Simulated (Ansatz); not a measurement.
The starting structures come from a database of crystals and need not be the phases stable at ambient conditions.

 Where the default PAW files enter, the runs use the earlier of Ansatz's two default sets.

Tunnelling through a barrier is set by its complex band structure: the current falls as exp(−2κd) with the smallest κ.

Given:

```
BiVO4
1.0
    6.08426     0.00000     0.00000
   -2.67803     5.46319     0.00000
    1.70312     2.73159     5.00806
V Bi O
2 2 8
Cartesian
  4.74525   2.73159   2.50403
  1.70312   2.73159   0.00000
  0.00000   0.00000   0.00000
  0.36411   5.46319   2.50403
  2.02942   5.02638   4.09895
  4.95905   1.30305   1.59492
  1.91691   1.30305   0.90911
  3.36843   2.29478   3.41314
  4.53145   4.16014   1.59492
  1.48932   4.16014   0.90911
  6.12207   3.16840   3.41314
  4.78306   5.90000   4.09895
```

Space group of this cell: Fddd. The cell is strained (lengths along the current scaled by 0.97, ions clamped); by r2SCAN its mean pressure is 4.0 GPa.

Transport runs along the normal of the first two printed cell vectors.

The gap is the functional's own, uncorrected, and κ follows it; spin-orbit coupling is left out. Mid-gap values are interpolated between the computed energies.

Question: Give the band gap and the smallest decay constant κ at mid-gap that r2SCAN (Ansatz, a program for electronic structure) yields.

Answer: Gap 2.70 eV on a 6×6×6 mesh; κ = 0.458 1/Å, at (0.333, 0.333) of the in-plane reciprocal vectors. At the zone centre, at the nearest computed energy, the slowest state has κ = 0.55 1/Å.
